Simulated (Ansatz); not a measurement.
**Question.** Name crystals whose electron conductivity mass lies between 2.2 and 3.5 mₑ and whose Seebeck coefficient, p-type 1e19 cm⁻³ lies between 390 and 610 μV/K, by Ansatz (a program for electronic structure) with PBEsol, rigid bands.

**Answer.** Many crystals can fit; among those computed here:
- HfSiO$_{4}$ (I4_1/amd): 2.2 mₑ, 452 μV/K
- Rb$_{2}$TiCl$_{6}$ (Fm-3m): 3.2 mₑ, 541 μV/K
- V2O5 (Pmmn): 3.0 mₑ, 548 μV/K

Masses are for dilute carriers at 300 K, harmonic means over directions unless an axis is named. Seebeck coefficients are for the stated density at 300 K, with one relaxation time for all states and whether or not that doping can be reached. Spin-orbit coupling is left out.

Formula and space group known from diffraction (Crystallography Open Database), not checked to be the room-temperature form: HfSiO4 (I4_1/amd), Rb2TiCl6 (Fm-3m), V2O5 (Pmmn). Treated as nonmagnetic, magnetic states not searched for: V2O5 (Pmmn). The missing spin-orbit coupling matters most for HfSiO4 (I4_1/amd).
